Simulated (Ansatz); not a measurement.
# Element substitutions in W

Consider W in the bcc (W type) structure (space group Im-3m, No. 229; a = 3.154 Å).

Each row replaces one element on all its sites; cell and atoms are relaxed.

Levels (all Ansatz, a program for electronic structure, PAW): PBEsol (420 eV, no SOC); r2SCAN (500 eV, without spin-orbit coupling).

Pressures by level, all at the geometries relaxed with PBEsol:

| case | PBEsol | r2SCAN |
|---|---|---|
| base | 0.0 GPa | 4.6 GPa |
| W → Ge | 0.0 GPa | 1.7 GPa |
| W → Hf | 0.0 GPa | 4.5 GPa |
| W → Re | 0.0 GPa | 4.0 GPa |

Single points use the geometry relaxed with PBEsol. Their cutoffs differ, which shifts pressures a little. Whether these cells are dynamically stable was not tested. For Ge and Re in this form, whether it has been made was not checked. All final runs are without spin polarisation. This is not the structure that Ge has at room temperature and ambient pressure. This is not the structure that Hf has at room temperature and ambient pressure. This is not the structure that Re has at room temperature and ambient pressure.
